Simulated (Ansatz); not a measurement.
```xyz
6
Lattice="4.7691 0.0000 0.0000 0.0000 4.7691 0.0000 0.0000 0.0000 3.2121" Properties=species:S:1:pos:R:3 pbc="T T T"
Sn     2.3845     2.3845     1.6060
Sn     0.0000     0.0000     0.0000
O      0.9239     3.8452     1.6060
O      3.8452     0.9239     1.6060
O      3.3084     3.3084     0.0000
O      1.4607     1.4607     0.0000
```

Levels: band masses from r2SCAN, rigid bands (Ansatz, a first-principles code); dielectric response from Ansatz with LDA.

Q: How strongly do carriers couple to polar optical modes here, and what mobility does that allow at 300 K?

A: electrons: mass 0.22 mₑ, α = 0.93, about 490 cm²/(V·s) by the iterated Boltzmann equation for weak coupling; holes: mass 1.60 mₑ, α = 2.5, intermediate coupling to a stiff mode, where neither simple mobility formula holds (ε∞ 4.5, static ε 12.0, LO 65 meV).

Model: isotropic Fröhlich coupling of one parabolic band to one effective longitudinal optical (LO) phonon, from the dielectric constants and phonon modes at the zone centre, chosen so that α equals the sum over the polar modes. Acoustic, nonpolar, intervalley and impurity scattering are left out, and they lower the mobility further; with several valleys or bands the averaged mass is a rough stand-in. Semilocal functionals tend to overestimate ε∞, which makes α low and the mobility high.
